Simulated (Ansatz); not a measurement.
Consider the following.

```xyz
9
Lattice="0.0000 4.2106 4.2106 4.2106 0.0000 4.2106 4.2106 4.2106 0.0000" Properties=species:S:1:pos:R:3 pbc="T T T"
Rb     6.3159     6.3159     6.3159
Rb     2.1053     2.1053     2.1053
Ni     0.0000     0.0000     0.0000
F      4.2106     6.6364     4.2106
F      4.2106     1.7848     4.2106
F      1.7848     4.2106     4.2106
F      6.6364     4.2106     4.2106
F      4.2106     4.2106     6.6364
F      4.2106     4.2106     1.7848
```

Method: PBEsol, rigid bands (plane waves, PAW, scalar-relativistic; Ansatz, a quantum-chemistry and plane-wave program). Geometry: cell and atoms relaxed with PBEsol.

**Question.** What conductivity effective mass do dilute electrons have at 300 K?

**Answer.** 5.0 mₑ.

**Question.** Predict the hole conductivity mass (n e² τ/σ) at 300 K, by direction if it differs.

**Answer.** 47 mₑ.

**Question.** And the band gap?

**Answer.** 1.79 eV at this level; semilocal functionals usually fall short of the measured gap.

Rigid bands, one relaxation time for all states, no polarons. Spin-orbit coupling is left out; where it splits the top of the valence band it changes the hole mass and lowers the gap by about a third of the splitting.

Formula and space group known from diffraction (Crystallography Open Database), not checked to be the room-temperature form: Rb2NiF6 (Fm-3m). Treated as nonmagnetic, magnetic states not searched for: Rb2NiF6 (Fm-3m).
